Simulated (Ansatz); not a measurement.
Consider O vacancy in polar orthorhombic ZrO2 with all lengths changed by -1 %, charge state +2. Computed with PBE, PAW (plane waves to 420 eV; Ansatz, a program for electronic structure).

Cell of 96 host sites held at the strained lattice (strain from the relaxed PBE one, atoms relaxed); the Γ point alone; Fermi-Dirac width 0.01 eV, spin-restricted; finite-size errors left in. Energies are static. The host's phase is taken as given; its stability against other phases was not computed. The charge state is imposed; whether it is stable for some Fermi level was not computed. Forms of the defect that were not tried may lie lower.

Barriers: single points on a 2×2×2 k-point mesh shifted by half a step at the bands' geometries.

The step: a nearby O atom hops onto the vacant site; the atom moves 2.03 Å along (0.11, 0.37, 0.11) of the unit cell; from a vacant O site with 3 nearest neighbours to a vacant O site with 4 nearest neighbours; the moving atom starts with neighbours O at 2.54, O at 2.58, O at 2.61; Zr at 2.08, Zr at 2.18, Zr at 2.30, Zr at 2.37 Å and ends with O at 2.69; Zr at 2.11, 2 Zr at 2.16 Å.

Estimate the migration barrier of this step that PBE, PAW returns for this input.

0.65 eV forward and 0.40 eV backward. At the saddle the moving atom has neighbours O at 2.54; Zr at 2.00, Zr at 2.01 Å. The saddle point's order was not checked.
